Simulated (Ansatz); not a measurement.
The starting structures come from a database of crystals and need not be the phases stable at ambient conditions.

 Where the default PAW files enter, the runs use the earlier of Ansatz's two default sets.

Tunnelling through a barrier is set by its complex band structure: the current falls as exp(−2κd) with the smallest κ.

Here is the system:

```
CELL_PARAMETERS angstrom
      6.07521     0.00000     0.00000
     -3.03761     5.69721     0.00000
      0.00000     0.00000     5.67114
ATOMIC_POSITIONS crystal
  Cs 0.73234 0.46468 0.25000
  Cs 0.26766 0.53532 0.75000
  Na 0.57382 0.14764 0.75000
  Na 0.42618 0.85236 0.25000
  Ti 0.95113 0.90226 0.75000
  Ti 0.04887 0.09774 0.25000
  O  0.79577 0.59154 0.75000
  O  0.20423 0.40846 0.25000
  O  0.78928 0.00000 0.50000
  O  0.21072 0.00000 0.50000
  O  0.21072 0.00000 0.00000
  O  0.78928 0.00000 0.00000
```

Space group of this cell: Cmcm. The cell is taken as given; by r2SCAN its mean pressure is -3.0 GPa.

Transport runs along the normal of the first two printed cell vectors.

No gap correction and no spin-orbit coupling; mid-gap values are interpolated between computed energies.

### Question
Estimate the band gap and the smallest decay constant κ at mid-gap that r2SCAN (Ansatz, a first-principles code) returns for this system.

### Answer
Gap 3.84 eV on a 6×6×6 mesh; κ = 0.406 1/Å, at (0.333, 0.333) of the in-plane reciprocal vectors. At the zone centre, at the nearest computed energy, the slowest state has κ = 0.42 1/Å.
